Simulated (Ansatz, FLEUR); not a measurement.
A FLEUR input for a self-consistent single point of InAs (F-43m, 2 atoms in the cell) (DFT, PBE, all-electron FLAPW (FLEUR), scalar-relativistic valence with spin-orbit coupling in second variation):

Input of the input generator:

```
InAs crystal
&input film=f /
0.0000000000 5.7258701576 5.7258701576
5.7258701576 0.0000000000 5.7258701576
5.7258701576 5.7258701576 0.0000000000
1.0
1.0 1.0 1.0

2
49 0.0000000000 0.0000000000 0.0000000000
33 0.2500000000 0.2500000000 0.2500000000

&comp jspins=1 /
&kpt div1=9 div2=9 div3=9 /
&soc 0.0 0.0 /
&end /
```

```xml
<?xml version="1.0" encoding="UTF-8" standalone="no"?>
<fleurInput fleurInputVersion="0.39">
   <comment>
      InAs crystal                                                                                        
   </comment>
   <calculationSetup>
      <cutoffs Kmax="4.3" Gmax="12.9" GmaxXC="12.9" numbands="0"/>
      <scfLoop itmax="80" minDistance="0.00001" maxIterBroyd="15" imix="Anderson" alpha="0.05" precondParam="0.0" spinf="2.0"/>
      <coreElectrons ctail="T" frcor="F" kcrel="0" coretail_lmax="0"/>
      <xcFunctional name="pbe" relativisticCorrections="F"/>
      <magnetism jspins="1"/>
      <soc l_soc="T" theta="0.0" phi="0.0" spav="F"/>
      <expertModes spex="0" secvar="F"/>
      <geometryOptimization l_f="F" forcealpha="1.0" forcemix="BFGS" epsdisp="0.00001" epsforce="0.00001"/>
      <ldaU l_linMix="F" mixParam="0.05" spinf="1.0"/>
   </calculationSetup>
   <cell>
      <bzIntegration valenceElectrons="28.0" mode="hist" fermiSmearingEnergy="0.00183747">
         <kPointListSelection listName="default-1"/>
         <!-- k-points included here -->
         <xi:include xmlns:xi="http://www.w3.org/2001/XInclude" href="kpts.xml"> </xi:include>
      </bzIntegration>
      <!-- symmetry operations included here -->
      <xi:include xmlns:xi="http://www.w3.org/2001/XInclude" href="sym.xml"> </xi:include>
      <bulkLattice scale="1.0">
         <bravaisMatrix>
            <row-1>    0.0000000000000000     5.7258701576000002     5.7258701576000002</row-1>
            <row-2>    5.7258701576000002     0.0000000000000000     5.7258701576000002</row-2>
            <row-3>    5.7258701576000002     5.7258701576000002     0.0000000000000000</row-3>
         </bravaisMatrix>
      </bulkLattice>
   </cell>
   <atomSpecies>
      <species name="Indium (In)" element="In" atomicNumber="49">
         <mtSphere radius="2.32" gridPoints="801" logIncrement="0.016"/>
         <atomicCutoffs lmax="10" lnonsphr="8"/>
         <electronConfig flipSpins="F">
            <coreConfig>(1s1/2) (2s1/2) (2p1/2) (2p3/2) (3s1/2) (3p1/2) (3p3/2) (4s1/2) (3d3/2) (3d5/2) (4p1/2) (4p3/2)</coreConfig>
            <valenceConfig>(5s1/2) (4d3/2) (4d5/2) (5p1/2) (5p3/2)</valenceConfig>
            <stateOccupation state="(5p1/2)" spinUp="0.1666666666667" spinDown="0.1666666666667"/>
            <stateOccupation state="(5p3/2)" spinUp="0.3333333333333" spinDown="0.3333333333333"/>
         </electronConfig>
         <energyParameters s="5" p="5" d="5" f="4"/>
         <lo type="SCLO" l="2" n="4" eDeriv="0"/>
      </species>
      <species name="Arsenic (As)" element="As" atomicNumber="33">
         <mtSphere radius="2.32" gridPoints="801" logIncrement="0.016"/>
         <atomicCutoffs lmax="10" lnonsphr="8"/>
         <electronConfig flipSpins="F">
            <coreConfig>(1s1/2) (2s1/2) (2p1/2) (2p3/2) (3s1/2) (3p1/2) (3p3/2)</coreConfig>
            <valenceConfig>(4s1/2) (3d3/2) (3d5/2) (4p1/2) (4p3/2)</valenceConfig>
            <stateOccupation state="(4p1/2)" spinUp="0.5" spinDown="0.5"/>
            <stateOccupation state="(4p3/2)" spinUp="1.0" spinDown="1.0"/>
         </electronConfig>
         <energyParameters s="4" p="4" d="3" f="4"/>
         <lo type="HELO" l="2" n="4" eDeriv="0"/>
      </species>
   </atomSpecies>
   <atomGroups>
      <atomGroup species="Indium (In)">
         <relPos label="                   1">.0000000000 .0000000000 .0000000000</relPos>
         <force calculate="T" relaxXYZ="TTT"/>
      </atomGroup>
      <atomGroup species="Arsenic (As)">
         <relPos label="                   2">1.000/4.000 1.000/4.000 1.000/4.000</relPos>
         <force calculate="T" relaxXYZ="TTT"/>
      </atomGroup>
   </atomGroups>
   <output dos="F" band="F" slice="F">
      <checks vchk="F" cdinf="F"/>
      <bandDOS minEnergy="-.5*Htr" maxEnergy="0.5*Htr" sigma="0.015" storeEVData="T"/>
      <vacuumDOS vacdos="F" integ="F" star="F" nstars="0" locx1="0.0" locy1="0.0" locx2="0.0" locy2="0.0" nstm="0" tworkf="0.0"/>
      <unfoldingBand unfoldBand="F" supercellX="1" supercellY="1" supercellZ="1"/>
      <plotting iplot="0" polar="F">
         <plot TwoD="T" vec1="  1.0  0.0  0.0" vec2="  0.0  1.0  0.0" vec3="  0.0  0.0  1.0" zero="  0.0  0.0  0.0" file="plot"/>
      </plotting>
      <chargeDensitySlicing numkpt="0" minEigenval="0.0" maxEigenval="0.0" nnne="0" pallst="F"/>
      <specialOutput eonly="F"/>
      <magneticCircularDichroism mcd="F" energyLo="-10.0" energyUp="0.0"/>
   </output>
  <!-- We include the file relax.xml here to enable relaxations (see documentation) -->
  <xi:include xmlns:xi="http://www.w3.org/2001/XInclude" href="relax.xml"> <xi:fallback/> </xi:include>
</fleurInput>
```

Give the Ansatz (a first-principles code) input for the same structure, mesh, smearing and functional.

This is the input that was run; spellings and numerical settings could be chosen otherwise.

Ansatz 0.2 input:
```yaml
crystal:
  lattice:
    - [0.00000000, 3.03000000, 3.03000000]
    - [3.03000000, 0.00000000, 3.03000000]
    - [3.03000000, 3.03000000, 0.00000000]
  atoms:
    - { symbol: In, position_ang: [0.00000000, 0.00000000, 0.00000000] }
    - { symbol: As, position_ang: [1.51500000, 1.51500000, 1.51500000] }
kpoints:
  mp_grid:
    grid: [9, 9, 9]
hamiltonian:
  xc: pbe
  pseudopotentials:
    kind: paw
magnetization:
  noncollinear: true
  spin_orbit: true
scf:
  occupations:
    method: fermi_dirac
    width: 0.0037 Ry
output:
  forces: true
  eigenvalues: true
  stress: true
```

Basis, cutoffs, solver keys and any potentials are the target program's own. This input uses DFT, PBE with spin-orbit coupling, plane waves, default PAW files. The width in Ry is rounded to four decimals.

The starting cell has typed, rounded lattice constants, without a prior relaxation at this level.
